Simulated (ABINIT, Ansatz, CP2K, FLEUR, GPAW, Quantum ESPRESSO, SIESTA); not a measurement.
**Code comparison for AgNO3 (R3m, 5 atoms in the cell)**

Self-consistent single point.

```yaml
crystal:
  lattice:
    - [2.52771, 1.45938, 2.80851]
    - [-2.52771, 1.45938, 2.80851]
    - [0.00000, -2.91875, 2.80851]
  atoms:
    - { symbol: Ag, position: [0.99804, 0.99804, 0.99804] }
    - { symbol: N, position: [0.57411, 0.57411, 0.57411] }
    - { symbol: O, position: [0.43488, 0.43488, 0.85948] }
    - { symbol: O, position: [0.85948, 0.43488, 0.43488] }
    - { symbol: O, position: [0.43488, 0.85948, 0.43488] }
```

All programs got the same cell, k-point mesh and kind of occupations (in Ansatz's words: kpoints.mp_grid.grid = 6 6 6; scf.occupations.method = fermi_dirac; scf.occupations.width = 0.0007 Ry); potentials, basis and cutoffs are each program's usual ones.

```json
[
 {"code": "Ansatz", "model": "PBEsol, PAW files made with PBE", "pressure (GPa)": "2.69", "largest force (eV/Å)": "1.310", "gap on the mesh (eV)": "1.616", "k-points": "32", "cutoff": "default"},
 {"code": "GPAW", "model": "PBEsol, GPAW PAW datasets PBEsol (made by gpaw-setup)", "pressure (GPa)": "–", "largest force (eV/Å)": "1.399", "gap on the mesh (eV)": "1.596", "k-points": "32", "cutoff": "900 eV"},
 {"code": "Quantum ESPRESSO", "model": "PBEsol, GBRV 1.5 ultrasoft (PBESOL) pseudopotentials", "pressure (GPa)": "3.35", "largest force (eV/Å)": "1.545", "gap on the mesh (eV)": "1.613", "k-points": "32", "cutoff": "40 Ry"},
 {"code": "SIESTA", "model": "GGA PBEsol, numerical atomic orbitals DZP, PseudoDojo PBEsol standard norm-conserving potentials (rewritten from UPF to PSML)", "pressure (GPa)": "2.15", "largest force (eV/Å)": "2.598", "gap on the mesh (eV)": "1.478", "k-points": "132", "cutoff": "grid 350 Ry"},
 {"code": "FLEUR", "model": "PBEsol, all-electron FLAPW (FLEUR), scalar-relativistic valence", "pressure (GPa)": "–", "largest force (eV/Å)": "1.396", "gap on the mesh (eV)": "1.739", "k-points": "32", "cutoff": "Kmax 4.7 1/bohr"},
 {"code": "CP2K", "model": "PBEsol, GPW, DZVP-MOLOPT-PBE-GTH basis, GTH-PBE potentials (POTENTIAL_UZH)", "pressure (GPa)": "7.14", "largest force (eV/Å)": "2.529", "gap on the mesh (eV)": "1.517", "k-points": "112", "cutoff": "grid 500 Ry"},
 {"code": "ABINIT", "model": "PBEsol, norm-conserving pseudopotentials (PseudoDojo nc-sr-04 PBEsol standard)", "pressure (GPa)": "3.44", "largest force (eV/Å)": "1.433", "gap on the mesh (eV)": "1.594", "k-points": "32", "cutoff": "1143 eV"}
]
```

Size of the force on each atom (eV/Å): Sizes of forces hide their directions.

```tsv
code	Ag1	N2	O3	O4	O5
Ansatz	0.007	0.040	1.310	1.310	1.310
GPAW	0.006	0.037	1.399	1.399	1.399
Quantum ESPRESSO	0.005	0.040	1.545	1.545	1.545
SIESTA	0.058	0.138	2.598	2.598	2.598
FLEUR	0.029	0.138	1.396	1.396	1.396
CP2K	0.027	0.112	2.529	2.529	2.529
ABINIT	0.003	0.045	1.433	1.433	1.433
```

A dash marks a value that a program does not give, or that is left out as unsure.

Gaps are read on the mesh.

The spread over the programs that give each value: pressure within 4.99 GPa; largest force within 1.288 eV/Å; gap on the mesh within 0.261 eV.

The starting cell comes from a database of computed structures (which also holds hypothetical and non-ambient phases and stackings), without a prior relaxation at this level. Its lattice was rescaled by a random factor within 2.5 % of one. On Ansatz's run: In the base run, with a pressure of about 3 GPa the cell is away from its equilibrium volume at this level. In the base run, forces exceed 1 eV/Å.

**Question.** Why do the programs differ, and what cannot be compared?

**Answer.** Differences of this kind can come from the potentials, where these differ, and from what each basis and cutoff leave unconverged. The valence holds different numbers of electrons (Ansatz (a first-principles code) 42, GPAW 40, Quantum ESPRESSO 42, SIESTA 42, FLEUR 40, CP2K 34, ABINIT 42). The zero of total energies and Fermi levels follows the potentials and each program's conventions, so they are not compared here. SIESTA and CP2K use small atom-centred bases, whose incompleteness enters pressures, forces and empty levels differently from a plane-wave cutoff. FLEUR treats all electrons, but the usual bases taken here (sphere radii, linearisation, local orbitals, empty states) were not tested for convergence, so the values are no reference for the others. Ansatz's pressure is given at a fixed set of plane waves, as the other plane-wave codes print theirs; with its correction for the finite basis it is 3.20 GPa (the shift of 0.51 GPa shows how far the cutoff is from converged). Ansatz's smearing width was typed in Ry to four decimals, so it matches the others to a few per cent. The pressure of GPAW is left out: its cutoff lies under the one at which its stress was checked. The programs reduce the same mesh by symmetry to different extents, which changes the work and not the result. In the pressure, SIESTA (by 1.20) and CP2K (by 3.79) lie more than 1 GPa from the median of the plane-wave programs. In the gap, SIESTA (by 0.126) and FLEUR (by 0.134) lie more than 0.12 eV from the median of the plane-wave programs. In the force vectors, Ansatz (by 0.106), Quantum ESPRESSO (by 0.129), SIESTA (by 1.182), FLEUR (by 0.098) and CP2K (by 1.113) lie more than 0.08 eV/Å from the median of the plane-wave programs.

Keys are those of Ansatz 0.2.
